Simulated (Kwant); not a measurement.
System: wire with a row of barriers in a Si two-dimensional gas. Effective mass 0.19 mₑ, grid spacing 12 nm, hard walls, nominal width 300 nm (25 grid rows, so walls 312 nm apart), one parabolic valley, scattering region 1200 nm long along x; energies count from the band bottom; Fermi energy swept from 1.7592e-05 to 0.00020891 eV. 3 barrier(s) across the wire, height 0.0025 eV, thickness 36 nm (about 3 grid columns), spaced by 96 nm.

Constants are typed, rounded textbook-type inputs, not results; the design itself was drawn at random and stands for no fabricated device.

Model: effective-mass tight-binding model on a square grid, one spin, coherent transport at 0 K (Kwant). Conductance is in e²/h.

**Question.** How many channels do the leads carry at E = 0.145, 0.151 meV?

**Answer.** The hard-wall thresholds are n² ħ²π²/(2mW²) = n² × 0.0203 meV with W = 312 nm. √(0.145/0.0203) = 2.67, so 2. √(0.151/0.0203) = 2.73, so 2.
